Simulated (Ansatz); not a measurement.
MgS under a change: biaxial strain −1.50 %, plane normal [001], relaxed out of plane

Consider MgS in the rock salt structure (space group Fm-3m, No. 225; a = 5.1292 Å). Axes: x, y, z lie along the cube axes.

The change: compressive biaxial strain of 1.50 % in the plane normal to [001], as in epitaxy on a mismatched substrate; the out-of-plane cell vector and the atoms relax.

Calculations: LDA in Ansatz (plane waves to 420 eV, PAW, without spin-orbit coupling). k-mesh 11×11×11 (Γ-centred); smearing 0.05 eV (Fermi–Dirac).

```tsv
quantity	base	changed	shift
volume per atom	16.87 Å³	16.50 Å³	-0.37 Å³
space group	Fm-3m (No. 225)	I4/mmm (No. 139)	–
shortest interatomic distance	2.565 Å	2.526 Å	-0.0385 Å
energy relative to the base (free energy F)	0 meV/atom	+4.6 meV/atom	+4.6 meV/atom
pressure (mean of the normal stresses, compression positive)	0.00 GPa	2.03 GPa	+2.03 GPa
band gap	2.65 eV	2.59 eV	-0.06 eV
gap character	–	indirect, Γ → X	–
electron mass	0.53 mₑ along k, 0.28 mₑ across (at X)	0.52 mₑ along k, 0.29 mₑ across (at X)	–
hole mass	–	0.24 mₑ out of plane, 0.89 mₑ in plane (at Γ)	–
valence-band top at Γ (three highest levels, from the VBM)	0.00, 0.00, 0.00 eV	0.00, -0.10, -0.10 eV	–
valley order (the lowest conduction-band minima on the path, energy above the VBM, named in the base's zone)	X along ⟨100⟩ 2.65 eV; Γ 3.83 eV	X along [100] 2.59 eV; X along [001] 2.73 eV; Γ 3.95 eV	–
out-of-plane strain	–	+0.80 %	–
ratio −ε⊥/ε∥	–	0.54	–
mean in-plane stress (compression positive)	–	+3.0 GPa	–
```

Cost of the whole job for the changed cell (relaxation, final SCF and bands): very roughly 19 core-seconds.

Masses are band curvatures over ±0.01 Å⁻¹ around the edge. Along k means along the line from Γ to the band edge. Whether these cells are dynamically stable was not tested. k-point labels follow each cell's own Brillouin zone.

Ansatz is a program for electronic structure.
